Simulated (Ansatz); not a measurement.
A computed series for Mo: thickness series

Consider Mo in the bcc (W type) structure (space group Im-3m, No. 229).

```
CELL_PARAMETERS angstrom
     -1.56484     1.56484     1.56484
      1.56484    -1.56484     1.56484
      1.56484     1.56484    -1.56484
ATOMIC_POSITIONS crystal
  Mo 0.00000 0.00000 0.00000
```

Cartesian axes are those of the cell as printed.

Free-standing slabs (1 atom(s) a layer) normal to [110] with 15 Å of vacuum; in-plane cell held at bulk.

Method: Ansatz (a first-principles code) PBEsol, spin-orbit coupling left out, earlier PAW set.

Candidates:
(a) 4 layers
(b) 2 layers
(c) 3 layers
(d) 7 layers

For the base:

```
Item                                Value
-----------------------------  ----------
Shortest interatomic distance  5.122 bohr
```

### Question
Order them by shortest interatomic distance, highest first.

### Answer
(c) 3 layers (4.995 bohr), (a) 4 layers (4.981 bohr), (d) 7 layers (4.961 bohr), (b) 2 layers (4.794 bohr)

Whether these cells are dynamically stable was not tested. All final runs are without spin polarisation.
